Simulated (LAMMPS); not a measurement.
LAMMPS 22 Jul 2025, classical MD, SNAP (Cu_Zuo_JPCA2020.snapcoeff): Cu, 6912 atoms.

```json
{
  "task": "MD, nve",
  "potential": "SNAP, Cu_Zuo_JPCA2020.snapcoeff Cu_Zuo_JPCA2020.snapparam",
  "copies_of_the_repeat_unit": "12×12×12",
  "shape (slab and sphere leave vacuum in the box)": "bulk",
  "temperature": "800 K",
  "steps": "80",
  "timestep": "1 fs",
  "neighbor_skin": "2 Å",
  "neigh_modify": "every 1 delay 0 check yes",
  "thermo": "100",
  "newton": "on (default)",
  "atom_modify sort (bins of 2 Å where set)": "1000 (default)",
  "comm_style": "brick (default)",
  "box": "43.4 × 43.4 × 43.4 Å",
  "start": "generated fcc lattice, warmed in an untimed run",
  "compared_values": "energy and forces of the first step, drift over the run"
}
```

Hardware: Arm Neoverse V2, 96 cores on 1 socket, no SMT, 1 L3 cache group.

Each time is the median wall time of two to five repeats, run one at a time on the otherwise empty machine; start-up is included. Processes are pinned to neighbouring cores unless said otherwise. The build: PyPI wheel: MPICH, OPENMP and OPT packages; another build can shift the numbers. Scratch files lie in a memory file system. A preparatory run goes ahead and isn't timed.

Started as
```bash
# ahead of the timed run: OMP_NUM_THREADS=1 mpirun -np 48 lmp -in in.warm -log none -nocite
OMP_NUM_THREADS=1 mpirun -np 32 lmp -in in.lmp -log log.lammps -nocite
```
(32 ranks, thermo = 100) it takes 2.5 s and 0 neighbour list builds.

Q: How long does it take after this change: thermo = 1?

A: About 3.8 s (3 runs within 1 %): 1.5× as long. The largest move is in pair forces (Pair): 2.2 s to 3.5 s. Change in the result: energy equal as printed, forces on 48 atoms equal as printed, drift of the total energy equal as printed.
